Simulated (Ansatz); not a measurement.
Defect: interstitial N in fcc Cu, neutral cell. All values below come from PBE, PAW (plane waves to 420 eV; Ansatz, a program for electronic structure).

32-site cell at the relaxed PBE lattice, a 2×2×2 k-point mesh shifted by half a step, smearing 0.10 eV, spin-restricted, no finite-size correction. Static, classical nuclei. Sites that were not tried may lie lower.

Barriers: single points on a 4×4×4 k-point mesh shifted by half a step at the bands' geometries (they differ from the bands' own by up to 0.17 eV, and are uncertain by about as much).

Relaxed starting cell (atoms counted from 1):

```yaml
crystal:
  lattice:
    - [7.26000, 0.00000, 0.00000]
    - [0.00000, 7.26000, 0.00000]
    - [0.00000, 0.00000, 7.26000]
  atoms:
    - { symbol: Cu, position: [0.99700, 0.99672, 0.99798] }
    - { symbol: Cu, position: [0.99688, 0.99655, 0.50393] }
    - { symbol: Cu, position: [0.99696, 0.50263, 0.99786] }
    - { symbol: Cu, position: [0.99679, 0.50272, 0.50399] }
    - { symbol: Cu, position: [0.50289, 0.99669, 0.99798] }
    - { symbol: Cu, position: [0.50298, 0.99657, 0.50399] }
    - { symbol: Cu, position: [0.50289, 0.50265, 0.99794] }
    - { symbol: Cu, position: [0.50302, 0.50271, 0.50398] }
    - { symbol: Cu, position: [0.98255, 0.24970, 0.25099] }
    - { symbol: Cu, position: [0.99664, 0.24966, 0.75087] }
    - { symbol: Cu, position: [0.99673, 0.74965, 0.25089] }
    - { symbol: Cu, position: [0.00051, 0.74967, 0.75100] }
    - { symbol: Cu, position: [0.51726, 0.24979, 0.25123] }
    - { symbol: Cu, position: [0.50317, 0.24961, 0.75080] }
    - { symbol: Cu, position: [0.50312, 0.74956, 0.25093] }
    - { symbol: Cu, position: [0.49935, 0.74968, 0.75102] }
    - { symbol: Cu, position: [0.25007, 0.98216, 0.25118] }
    - { symbol: Cu, position: [0.24990, 0.99641, 0.75085] }
    - { symbol: Cu, position: [0.24982, 0.51695, 0.25105] }
    - { symbol: Cu, position: [0.24995, 0.50287, 0.75078] }
    - { symbol: Cu, position: [0.74991, 0.99653, 0.25092] }
    - { symbol: Cu, position: [0.74995, 0.00021, 0.75102] }
    - { symbol: Cu, position: [0.74995, 0.50285, 0.25088] }
    - { symbol: Cu, position: [0.74987, 0.49915, 0.75102] }
    - { symbol: Cu, position: [0.25007, 0.24970, 0.98314] }
    - { symbol: Cu, position: [0.24980, 0.24963, 0.51821] }
    - { symbol: Cu, position: [0.24993, 0.74963, 0.99782] }
    - { symbol: Cu, position: [0.24993, 0.74957, 0.50410] }
    - { symbol: Cu, position: [0.74986, 0.24967, 0.99783] }
    - { symbol: Cu, position: [0.74996, 0.24963, 0.50411] }
    - { symbol: Cu, position: [0.74994, 0.74972, 0.00150] }
    - { symbol: Cu, position: [0.74991, 0.74971, 0.50041] }
    - { symbol: N, position: [0.24990, 0.24956, 0.25063] }
```

End state 1 differs by these moves (Å; atoms that move under 0.08 Å are left out):

```tsv
atom	element	Δx	Δy	Δz
1	Cu	-0.13	-0.13	-0.13
9	Cu	-0.03	0.14	0.14
13	Cu	-0.10	0.01	0.01
17	Cu	0.15	-0.03	0.14
19	Cu	0.01	-0.10	0.01
25	Cu	0.13	0.13	-0.01
26	Cu	0.01	0.01	-0.10
33	N	-0.92	-0.92	-0.90
```

### Question
What is the computed forward and backward barriers to end state 1 (PBE, PAW)?

### Answer
forward 0.89 eV, backward 0.034 eV; at the saddle point atom 33 has neighbours 3 Cu at 1.82, Cu at 2.00 Å. The program found a first-order saddle point.
